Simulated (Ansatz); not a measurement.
Start from ZnSe in the zinc blende structure (space group F-43m, No. 216; a = 5.666 Å). Axes: x, y, z lie along the cube axes.

Perturbation: strain tensor (xx, yy, zz, yz, xz, xy) = (−0.91, −1.17, +0.80, +2.12, −0.41, +0.30) %; the atoms relax in the strained cell.

Levels (all Ansatz, a quantum-chemistry and plane-wave program, PAW, earlier PAW set): r2SCAN (500 eV, spin-orbit coupling left out); HSE06+SOC (420 eV, spin-orbit coupling included).

The geometry is relaxed with r2SCAN.

```
Quantity                                     Result
----------------------------  ---------------------
r2SCAN band gap                             1.76 eV
r2SCAN valence-band top at Γ  0.00, -0.13, -0.27 eV
```

With HSE06+SOC at the same geometry, the band gap rises by 0.45 eV, from 1.76 eV to 2.21 eV; the valence-band top at Γ (three highest Kramers pairs, from the VBM) becomes 0.00, -0.16, -0.56 eV (r2SCAN: 0.00, -0.13, -0.27 eV).

Single points use the geometry relaxed with r2SCAN. The spin-orbit shifts are approximate. No phonon test of stability was made.
